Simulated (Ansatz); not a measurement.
The reference is ZnSe in the zinc blende structure (space group F-43m, No. 216; a = 5.6337 Å).

It is then changed as follows: full substitution Zn → Mg; the structure is relaxed again.

Levels (all Ansatz, a first-principles code, PAW, earlier PAW set): PBEsol (420 eV, no spin-orbit coupling); r2SCAN (500 eV, no SOC).

The geometry is relaxed with PBEsol.

| Item | Value |
|---|---|
| PBEsol lowest conduction level above the VBM at special points | Γ 2.52 eV; X 3.29 eV; L 4.15 eV; U 4.19 eV |
| PBEsol hole mass | 0.22, 1.2, 1.2 mₑ (at Γ) |
| PBEsol pressure | 0.00 GPa |

Question: Predict the lowest conduction level above the VBM at special points, hole mass and pressure from r2SCAN.

Answer: The lowest conduction level above the VBM at special points changes from Γ 2.52 eV; X 3.29 eV; L 4.15 eV; U 4.19 eV to Γ 3.36 eV; X 3.89 eV; L 4.94 eV; U 4.81 eV; the hole mass (degenerate bands, along [100]) becomes 0.27, 1.2, 1.2 mₑ (at Γ) (PBEsol: 0.22, 1.2, 1.2 mₑ (at Γ)); the pressure goes from zero to 0.28 GPa.

Single points use the geometry relaxed with PBEsol. Their cutoffs differ, which shifts pressures a little. The levels and masses belong to the bands next to the band gap. Effective masses come from finite differences of ±0.01 Å⁻¹. Stability against distortions was not tested. For MgSe in this form, whether it has been made was not checked. This is not the structure that MgSe has at room temperature and ambient pressure.
